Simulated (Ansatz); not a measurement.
An Ansatz (an electronic-structure program) input (HSE06, PAW, 420 eV (Ansatz; without spin-orbit coupling)):

Ansatz 0.2 input:
```yaml
crystal:
  lattice:
    - [4.8294568187, 0, 0]
    - [0, 4.8294568187, 0]
    - [0, 0, 4.8294568187]
  atoms:
    - { symbol: Ca, position: [0, 0.5, 0.5] }
    - { symbol: Ca, position: [0.5, 0, 0.5] }
    - { symbol: Ca, position: [0.5, 0.5, 0] }
    - { symbol: Sb, position: [0, 0, 0] }
    - { symbol: N, position: [0.5, 0.5, 0.5] }
basis: { ecutwfc: 420, ecutrho_ratio: 4, xc_grid: 2, fft_grid_basis: typed }
kpoints: { mp_grid: { grid: [4, 4, 4] } }
hamiltonian:
  xc: hse06
  dispersion: none
  pseudopotentials: { kind: paw }
scf: { occupations: { method: fermi_dirac, width: 0.01 } }
output: { eigenvalues: true, eigenstates: { kpoints: [[0, 0, 0], [0, 0.5, 0], [0.5, 0.5, 0.5]] } }
```

Problem. Which symmetry and how many k-points will the program report, and about how many plane waves at Γ?

Solution. Space group Pm-3m (ITA 221) with 48 operations, k-points 10 of 64, and 2205 plane waves at Γ.

Single points use the geometry relaxed with PBEsol. Load acts through the strain it causes; cell and atoms are relaxed under it. No phonon test of stability was made. The cell was made from Ca$_{3}$SbN in the anti-perovskite structure (space group Pm-3m, No. 221; a cell from a computed database, its experimental status unchecked) by this change: pressure −1 GPa.
